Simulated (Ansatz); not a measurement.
The structure below was relaxed with LDA (Ansatz, an electronic-structure program), no SOC, at pressure −1 GPa.

```
ZnS
1.0
    0.00000     2.65874     2.65874
    2.65874     0.00000     2.65874
    2.65874     2.65874     0.00000
Zn S
1 1
Direct
  0.00000   0.00000   0.00000
  0.75000   0.75000   0.75000
```

Q: Find the space group and the Wyckoff positions.

A: Space group F-43m (No. 216); a = b = c = 5.3175 Å, α = β = γ = 90.00°

| atom | site | symmetry | x | y | z |
|---|---|---|---|---|---|
| Zn | 4a | -43m | 0.0000 | 0.0000 | 0.0000 |
| S | 4c | -43m | 0.2500 | 0.2500 | 0.2500 |

Q: Describe the coordination.

A: The crystal has 8 atoms in its conventional cell. Cell: a = 5.3175 Å, b = 5.3175 Å, c = 5.3175 Å, α = 90.00°, β = 90.00°, γ = 90.00°. Zn is surrounded by 4 S at 2.303 Å (tetrahedral). S is coordinated by 4 Zn at 2.303 Å (tetrahedral). (Neighbours: up to the widest gap in distance over summed covalent radii, below 1.35, at either atom; cation-cation and far metal-metal contacts left out.)

Load acts through the strain it causes; cell and atoms are relaxed under it. Whether these cells are dynamically stable was not tested. The cell was made from ZnS in the zinc blende structure (space group F-43m, No. 216) by this change: pressure −1 GPa.
